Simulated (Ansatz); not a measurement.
B2O3 (model structure, started from the Al2S3 type, Cc, No. 9, 10 atoms in the cell) was calculated with r²SCAN (PAW; Ansatz, a quantum-chemistry and plane-wave program).

Settings: plane-wave cutoff 560 eV, 10×10×8 k mesh (along the axes of the cell as run), Fermi–Dirac smearing 0.01 eV, scalar-relativistic PAW data made under PBE.

Cell (relaxed at this level):

```cif
data_B4O6
_chemical_formula_sum 'B4 O6'
_space_group_name_H-M_alt 'P 1'
_space_group_IT_number 1
_cell_length_a 4.54069
_cell_length_b 4.54069
_cell_length_c 4.76182
_cell_angle_alpha 117.176
_cell_angle_beta 117.176
_cell_angle_gamma 59.249
loop_
_space_group_symop_operation_xyz
  'x, y, z'
loop_
_atom_site_label
_atom_site_type_symbol
_atom_site_fract_x
_atom_site_fract_y
_atom_site_fract_z
_atom_site_occupancy
B1 B 0.98580 0.18029 0.50676 1
B2 B 0.18029 0.98580 0.00676 1
B3 B 0.68623 0.80339 0.49725 1
B4 B 0.80339 0.68623 0.99725 1
O1 O 0.05765 0.29711 0.88155 1
O2 O 0.29711 0.05765 0.38155 1
O3 O 0.85050 0.89585 0.86168 1
O4 O 0.89585 0.85050 0.36168 1
O5 O 0.45456 0.70560 0.87780 1
O6 O 0.70560 0.45456 0.37780 1
```

Question: What does this level give for the band gap and smallest direct gap on the k points sampled?

Answer: 
- band gap: 8.54 eV
- smallest direct gap on the k points sampled: 8.56 eV

Note: the relaxation could raise the start's symmetry but not lower it, so the cell can be a saddle point.

A model structure was made by putting elements into a prototype or built by hand; it is no filed structure, need not be a known phase, and can be a saddle point held by its symmetry.
